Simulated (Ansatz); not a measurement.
Ansatz (a program for electronic structure), DFT, PBE, plane waves, its default PAW files: zinc-blende GaAs, 2 atoms. Basis and mesh were picked for this test and aren't claimed converged.

Ansatz 0.2 input:
```yaml
crystal:
  lattice:
    - [0.0, 2.8265, 2.8265]
    - [2.8265, 0.0, 2.8265]
    - [2.8265, 2.8265, 0.0]
  atoms:
    - { symbol: Ga, position: [0.0, 0.0, 0.0] }
    - { symbol: As, position: [0.25, 0.25, 0.25] }
kpoints:
  mp_grid: { grid: [8, 8, 8] }
hamiltonian:
  xc: pbe
  pseudopotentials: { kind: paw }
scf:
  occupations: { method: gaussian, width: 0.05 }
output: {}
phonons:
  method: dfpt
  qmesh: [2, 2, 2]
```

The program reports k-points after symmetry: 29, bands at the start: 18, electrons: 28, plane waves at Γ: 893, cutoff (eV): 420, FFT grid: 27×27×27, symmetry operations: 24.

Hardware: Arm Neoverse V2, 96 cores on 1 socket, no SMT, 1 L3 cache group; 94 cores' worth of CPU time may be used.

Times are wall-clock medians of two to five runs, from launch to exit, with nothing else on the machine. Processes are pinned to neighbouring cores unless said otherwise. The build: release build for Arm (Neoverse V2), one process with threads; another build can shift the numbers. Scratch files lie in a memory file system.

Measured:

```json
[
 {"cores": "4", "layout": "4 threads", "wall time": "14.4 s"},
 {"cores": "16", "layout": "16 threads", "wall time": "5.02 s"},
 {"cores": "32", "layout": "32 threads", "wall time": "3.54 s"},
 {"cores": "64", "layout": "64 threads", "wall time": "3.10 s"}
]
```

Q: Fit T(p) = s + w/p to these times and predict the runs with 8 threads and with 88 threads. How well does the fit hold?

A: A fit of relative deviations gives s = 2.21 s and w = 47.2 core-seconds; it misses the rows shown by at most 5 %.

```
cores      layout     fit  measured  measured against fit
-----  ----------  ------  --------  --------------------
8       8 threads  8.11 s    8.03 s                  -1 %
88     88 threads  2.75 s    2.96 s                  +8 %
```

Efficiency, counted from 4 cores, is near one half at 32 cores. The time no longer falls beyond 64 cores (3.1 s; the least measured is 3.0 s on 88, level within 8 % or the scatter of repeats). The share that grows most is that of start and exit outside the program's clock: from 1.5 % of the time on 4 cores to 9.9 % on 88. The largest part on 88 cores, responses and set-up outside the phases, takes 13 s on 4 and 2.4 s there.
